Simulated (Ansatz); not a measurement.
# fcc Pd (0 0 1) on anatase TiO2 (0 0 1) (film strained to the substrate, started from cuts of the bulks and a machine-learned relaxation; slabs Ti8O16 and Pd12, which can lie off the formulas)

A periodic stack without vacuum, fcc Pd (0 0 1) on anatase TiO2 (0 0 1) (film strained to the substrate, started from cuts of the bulks and a machine-learned relaxation; slabs Ti8O16 and Pd12, which can lie off the formulas): substrate slab Ti8O16, film Pd12, surface cells [[0, 1], [-1, 0]] and [[0, -1], [2, 1]], film strained by -3.7 and -3.7 %, outermost planes O/O and Pd/Pd as cut, which need not be the usual terminations and can put a slab off its formula.

The start was prepared with a machine-learned potential, and the result is one local minimum, with the in-plane cell held and forces under 0.04 eV/Å; the film can end far from its bulk form.

These are PBE (plane waves to 420 eV, PAW; Ansatz, a program for electronic structure) values and carry that method's errors. Scalar-relativistic, without spin–orbit coupling; the runs are not spin-polarised; PBE gaps are too small against experiment. Its k-point mesh 8×8×1, Fermi–Dirac width 0.05 eV.

| Item | Value |
|---|---|
| interface area | 14.4 Å² |
| period | 32.48 Å |
| heights between the nearest atoms of the two slabs at the two interfaces | 2.07 and 2.07 Å |
| Pd–Ti contacts across the interfaces within 1.22 times the sum of covalent radii | 8, mean 3.18 Å |
| O–Pd contacts across the interfaces within 1.22 times the sum of covalent radii | 2, mean 2.07 Å |
| estimate of the barrier | withheld, since the Fermi level falls at or inside a band of the host, which a slab this thin can't settle |

```yaml
crystal:
  lattice:
    - [3.79839, -0.00016, 0.05468]
    - [-0.00006, 3.79873, 0.01770]
    - [1.42422, 1.73458, 32.51303]
  atoms:
    - { symbol: Ti, position: [0.56867, 0.88236, 0.05009] }
    - { symbol: Ti, position: [0.95531, 0.77026, 0.27371] }
    - { symbol: O, position: [0.44883, 0.76405, 0.28674] }
    - { symbol: O, position: [0.55655, 0.37513, 0.06319] }
    - { symbol: O, position: [0.07133, 0.88702, 0.03670] }
    - { symbol: O, position: [0.54041, 0.85254, 0.11063] }
    - { symbol: Ti, position: [0.99418, 0.30715, 0.19902] }
    - { symbol: Ti, position: [0.53041, 0.34589, 0.12414] }
    - { symbol: O, position: [0.02473, 0.33916, 0.13728] }
    - { symbol: O, position: [0.98726, 0.80104, 0.21198] }
    - { symbol: O, position: [0.50041, 0.31407, 0.18588] }
    - { symbol: O, position: [0.96204, 0.27695, 0.26065] }
    - { symbol: Ti, position: [0.41817, 0.73232, 0.34840] }
    - { symbol: Ti, position: [0.80390, 0.62230, 0.57204] }
    - { symbol: O, position: [0.30088, 0.61341, 0.58545] }
    - { symbol: O, position: [0.41133, 0.22640, 0.36147] }
    - { symbol: O, position: [0.92453, 0.73931, 0.33538] }
    - { symbol: O, position: [0.38584, 0.70208, 0.41014] }
    - { symbol: Ti, position: [0.84265, 0.15951, 0.49798] }
    - { symbol: Ti, position: [0.37903, 0.19527, 0.42310] }
    - { symbol: O, position: [0.87269, 0.18919, 0.43624] }
    - { symbol: O, position: [0.83298, 0.65266, 0.51150] }
    - { symbol: O, position: [0.34842, 0.16575, 0.48484] }
    - { symbol: O, position: [0.81545, 0.12807, 0.55894] }
    - { symbol: Pd, position: [0.73373, 0.53108, 0.71465] }
    - { symbol: Pd, position: [0.23360, 0.03132, 0.71484] }
    - { symbol: Pd, position: [0.26638, 0.56107, 0.64914] }
    - { symbol: Pd, position: [0.76505, 0.05975, 0.65199] }
    - { symbol: Pd, position: [0.66898, 0.46780, 0.84362] }
    - { symbol: Pd, position: [0.16946, 0.96814, 0.84270] }
    - { symbol: Pd, position: [0.20120, 0.49958, 0.77944] }
    - { symbol: Pd, position: [0.70166, 0.00016, 0.77852] }
    - { symbol: Pd, position: [0.60578, 0.40189, 0.97014] }
    - { symbol: Pd, position: [0.10443, 0.90038, 0.97299] }
    - { symbol: Pd, position: [0.13713, 0.43568, 0.90729] }
    - { symbol: Pd, position: [0.63702, 0.93530, 0.90748] }
```
